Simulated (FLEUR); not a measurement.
A self-consistent single point of Ir (Fm-3m, 1 atom in the cell) with FLEUR.

Level of theory: PBE, all-electron FLAPW (FLEUR), scalar-relativistic valence.

```xyz
1
Lattice="0.0000 1.9200 1.9200 1.9200 0.0000 1.9200 1.9200 1.9200 0.0000" Properties=species:S:1:pos:R:3 pbc="T T T"
Ir     0.0000     0.0000     0.0000
```

Reference input (self-consistent single point, DFT, PBE, all-electron FLAPW (FLEUR), scalar-relativistic valence): Kmax = 4.2 1/bohr; GmaxXC = 16.8 1/bohr; xcFunctional = pbe; jspins = 1; l_soc = F; mode = hist; fermiSmearingEnergy = 0.00367493 Htr; mesh (inpgen div1-3) = 10 10 10; inpgen gamma flag = true; Gmax = 16.8 1/bohr; numbands = 0; maxIterBroyd = 15. This run's input differs from it in these lines:

```diff
@@ -13,3 +13,3 @@
 &comp jspins=1 /
-&kpt div1=10 div2=10 div3=10 gamma=t /
+&kpt div1=7 div2=7 div3=7 /
 &end /
```

The program printed (abridged):

```
 Iteration:     1   Distance:      14.53546554 me/bohr^3
 Iteration:     2   Distance:      13.40506534 me/bohr^3
 Iteration:     3   Distance:       6.19056242 me/bohr^3
 Iteration:     4   Distance:       1.40670192 me/bohr^3
 Iteration:     5   Distance:       1.14002929 me/bohr^3
   [... 4 lines left out ...]
 Iteration:    10   Distance:       0.00077697 me/bohr^3
 Iteration:    11   Distance:       0.00001218 me/bohr^3
 Iteration:    12   Distance:       0.00001123 me/bohr^3
 Iteration:    13   Distance:       0.00000133 me/bohr^3
 Run finished successfully
 Stop message:
   Structural relaxation: Done

[file out, last iteration]
             iter=     14
[...]
          total density-effective poten   -3.1295755692E+04
          total charge density-energy d   -3.4922572344E+02
 Updated energy parameters for spin:           1
[...]
 fermi energy and band-weighting factors:

[...]
FERMIE:
          first approx. to ef    (T=0)  :   0.677057 htr   (energy of the highest occ. eigenvalue)
          number of occ. states  (T=0)  :        155
          first approx. to seigv (T=0)  :  -2.234373 htr
          sum of weights of occ. states :   7.518950
          sum of semicore charge        :   0.000000 e
FERHIS:  Fermi-Energy by histogram:
          bandgap                     :   0.007297 htr
   [... lines left out ...]
          charge neutrality (T=0)     :   0.037901    (zero if the highest occ. eigenvalue is "entirely" occupied)
     EF_NEWTON:  Adjust Fermi-Energy by Newton-Method.
 Direct bandgap for spin            1 :    5.0373811278756619E-002  Htr
   [... lines left out ...]
 ---->    (input%tkb*entropy) TS=              0.0006785758 htr
 ---->    free energy=                    -17858.1480707749 htr
      extrapolation for T->0
 ---->    total electron energy=          -17858.1477314870 htr
 ***** TOTAL FORCES ON ATOMS *****
 TOTAL FORCE FOR ATOM TYPE=  1  X=  0.000   Y=  0.000   Z=  0.000
                       FX_TOT= 0.000000 FY_TOT= 0.000000 FZ_TOT= 0.000000
 Structural relaxation: Done
```

The run converged in 13 iterations. FLEUR gives forces in its relaxation mode, with a further iteration, so its stop message speaks of a relaxation. Against the reference run the free energy drops by 64.5 meV/atom.

The starting cell has typed, rounded lattice constants, without a prior relaxation at this level. Spin-orbit coupling is off. Spin polarisation is off. Values depend on the basis (sphere radii, cutoffs, local orbitals), which need not be converged. The log's line on a gap gives a spacing of levels on this mesh, which the program prints for metals too.
